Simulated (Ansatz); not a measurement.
**TlBr: pressure series**

Start from TlBr (space group Cmcm, No. 63; a = 4.339 Å, b = 12.154 Å, c = 4.869 Å; a cell from a computed database, its experimental status unchecked).

Cell and atoms are relaxed at each pressure.

Calculations: Ansatz (a program for electronic structure) PBEsol, without spin-orbit coupling, earlier PAW set.

Two rows of this table had their results exchanged by mistake.

| pressure | volume per atom (Å³) | shortest distance (Å) | band gap |
|---|---|---|---|
| pressure −1 GPa | 34.26 | 3.109 | 2.02 eV |
| pressure 3 GPa | 28.82 | 3.023 | 1.57 eV |
| pressure 7 GPa | 26.23 | 2.956 | 1.26 eV |
| pressure 15 GPa | 23.11 | 2.866 | 1.00 eV |
| pressure 30 GPa | 15.16 | 2.530 | zero |
| pressure 50 GPa | 18.00 | 2.667 | zero |
| pressure 75 GPa | 16.36 | 2.589 | zero |
| pressure 100 GPa | 20.13 | 2.758 | 0.32 eV |

Which two?

The rows for pressure 30 GPa and pressure 100 GPa: the volume has to fall steadily with pressure, so 20.13 Å³ belongs to pressure 30 GPa and 15.16 Å³ to pressure 100 GPa.

The mesh was chosen for an insulator and is coarse for the gapless case. From pressure 15 GPa on, the axis ratios lie over 15 % from the base's, so the cell there is far from its starting form. Spin-orbit coupling, missing from the scalar runs, can matter with Tl. Load acts through the strain it causes; cell and atoms are relaxed under it. Whether these cells are dynamically stable was not tested. Competing high-pressure phases were not computed. The final runs are not spin-polarised. This is not the structure that TlBr has at room temperature and ambient pressure. The zero or small gap of TlBr under pressure 50 GPa and TlBr under pressure 75 GPa can change with the level of theory.
